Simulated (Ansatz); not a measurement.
Band structure of CdCo2N2 (C2/m, 5 atoms in the cell).

```yaml
crystal:
  lattice:
    - [2.65512, -1.53211, 0.00000]
    - [2.65512, 1.53211, 0.00000]
    - [-1.91309, 0.00000, 8.29973]
  atoms:
    - { symbol: Cd, position: [0.50000, 0.50000, 0.50000] }
    - { symbol: Co, position: [0.37077, 0.37077, 0.10323] }
    - { symbol: Co, position: [0.62923, 0.62923, 0.89677] }
    - { symbol: N, position: [0.27822, 0.27822, 0.84757] }
    - { symbol: N, position: [0.72178, 0.72178, 0.15243] }
```

Level of theory: PBEsol, PAW files made with PBE (plane waves; Ansatz, an electronic-structure program).

Settings: kpoints.mp_grid.grid = 10 10 3; hamiltonian.xc = pbesol; hamiltonian.pseudopotentials = {kind: paw} (the program's default PAW files); scf.occupations.method = fermi_dirac; scf.occupations.width = 0.1 eV; kpoints.band_path.npoints = 8.

The starting cell comes from a database of computed structures (which also holds hypothetical and non-ambient phases and stackings), without a prior relaxation at this level. Spin polarisation is off, so a magnetic state, if there is one, cannot be reached.

Levels in eV from the Fermi level, bands 30 to 37:
```json
[
 {"point": "Γ", "30": "-1.11", "31": "-1.11", "32": "1.17", "33": "2.54", "34": "2.77", "35": "2.77", "36": "2.85", "37": "2.85"},
 {"point": "Y", "30": "-1.21", "31": "-1.16", "32": "-0.55", "33": "-0.21", "34": "0.60", "35": "0.83", "36": "1.18", "37": "1.22"},
 {"point": "F", "30": "-1.21", "31": "-1.16", "32": "-0.54", "33": "-0.23", "34": "0.49", "35": "0.87", "36": "1.19", "37": "1.37"},
 {"point": "L", "30": "-1.23", "31": "-1.16", "32": "-0.54", "33": "-0.23", "34": "0.32", "35": "1.18", "36": "1.30", "37": "1.39"},
 {"point": "I", "30": "-1.20", "31": "-0.85", "32": "-0.74", "33": "0.36", "34": "0.38", "35": "0.46", "36": "2.09", "37": "2.83"}
]
```

Bands cross the Fermi level along this path, so the cell is metallic at this level.

Keys are those of Ansatz 0.2.
